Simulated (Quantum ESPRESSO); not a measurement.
Pressure against volume in fcc Ca (space group 225) (Quantum ESPRESSO, PBE)

```yaml
crystal:
  lattice:
    - [0.00000, 2.74039, 2.74039]
    - [2.74039, 0.00000, 2.74039]
    - [2.74039, 2.74039, 0.00000]
  atoms:
    - { symbol: Ca, position: [0.00000, 0.00000, 0.00000] }
```

Computed with PBE, PSlibrary PAW (PBE) pseudopotentials (plane waves; Quantum ESPRESSO 7.5). Settings: ecutwfc = 65 Ry; ecutrho = 390 Ry; occupations = smearing; smearing = fd; degauss = 0.0036749 Ry; potentials = {Ca: Ca.pbe-spn-kjpaw_psl.1.0.0.UPF}; K_POINTS = automatic 18 18 18 0 0 0; conv_thr = 1e-10 Ry; mixing_beta = 0.4. The cell above is the first row's. The rows scale it uniformly. In all rows the k mesh is held.

| V (Å^3/atom) | P (GPa) |
|---|---|
| 41.159 | 0.43 |
| 42.054 | 0.04 |
| 42.949 | -0.32 |
| 43.844 | -0.64 |
| 44.738 | -0.94 |
| 45.633 | -1.21 |
| 46.528 | -1.46 |
| 47.423 | -1.68 |
| 48.317 | ? |

The 8 complete rows are fitted with a cubic, P against V. With u = V - 44.3, the rows have u = -3.1410, -2.2460, -1.3510, -0.4560, 0.4380, 1.3330, 2.2280, 3.1230. Least squares gives P = -0.798 - 0.3319·u + 0.01723·u² - 0.000484·u³. Residuals (row less fit): 0.001, 0.000, -0.003, 0.003, 0.000, 0.001, -0.003, 0.001; standard error 0.003 (degrees of freedom: 4). The fitted pressure is zero at V0 = 42.15, where dP/dV = -0.4127, so B0 = -V0·dP/dV = 17.4 GPa.

### Question
Predict the withheld P at V = 48.317 from the fit, and compare with the calculation.

### Answer
u = 4.0170, so P = -0.798 - 0.3319 × 4.0170 + 0.01723 × 4.0170² - 0.000484 × 4.0170³ = -1.885 GPa. The calculation gives -1.88 GPa, which the fit meets to the printed digits. The row lies outside the fitted rows, so this is an extrapolation. From the scatter of the fitted rows alone, a prediction at this place has a standard error of 0.007 GPa, so the miss is 0.7 times that.

Carrying the step between the two nearest rows on in a straight line would have given -1.90, off by 0.02; series whose last step already gives the withheld value aren't shown. The scan was laid around a cell of about the measured size, scaled by a guess for this functional. Cutoffs and mesh are single choices, not tested for convergence of this quantity. Series with a scatter that would blur these digits, or in which a gap closes, are not shown.
